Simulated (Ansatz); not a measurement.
For ZnSnN₂ (model structure, started from the alpha NaFeO2 type, R-3m, No. 166, 4 atoms in the cell), PBEsol in Ansatz (plane waves, PAW) gives:

| Item | Value |
|---|---|
| lattice constant a | 3.164 Å |
| lattice parameter c | 15.408 Å |

**Question.** What does PBE-D3(BJ) (PAW; Ansatz, an electronic-structure program) give for the same quantities?

**Answer.** 
- lattice constant a: 3.175 Å (rises by 0.3 %)
- lattice parameter c: 15.466 Å (goes up by 0.4 %)

Changes are worked out from the printed values.

Unless a cell is named, each level is at its own relaxed cell (PBEsol 11.13, PBE-D3(BJ) 11.25 Å³/atom).

Ansatz's density-functional and Hartree–Fock values are scalar-relativistic unless marked +SOC, with PAW data made under PBE.

A model structure was made by putting elements into a prototype or built by hand; it is no filed structure, need not be a known phase, and can be a saddle point held by its symmetry.
